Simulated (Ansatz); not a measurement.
**Effect of pressure 30 GPa on Rh**

Consider Rh in the fcc (Cu type) structure (space group Fm-3m, No. 225; a = 3.830 Å).

One thing is altered: a hydrostatic pressure of 30 GPa.

Level of theory: Ansatz (a first-principles code) PBE, spin-orbit coupling left out, earlier PAW set. k-mesh 21×21×21 (Γ-centred); smearing 0.05 eV (Fermi–Dirac).

- Density = 13.34 g/cm³ (base 12.16 g/cm³)
- Lattice parameter a = 3.714 Å (base 3.830 Å)
- Shortest interatomic distance = 2.627 Å (base 2.708 Å)
- Enthalpy H = E + PV relative to the base's energy = +2.50 eV/atom
- Band gap = zero (base zero)

Final structure:

```xyz
1
Lattice="0.0000 1.8572 1.8572 1.8572 0.0000 1.8572 1.8572 1.8572 0.0000" Properties=species:S:1:pos:R:3 pbc="T T T"
Rh     0.0000     0.0000     0.0000
```

Load acts through the strain it causes; cell and atoms are relaxed under it. Stability against distortions was not tested. Competing high-pressure phases were not computed. All final runs are without spin polarisation.
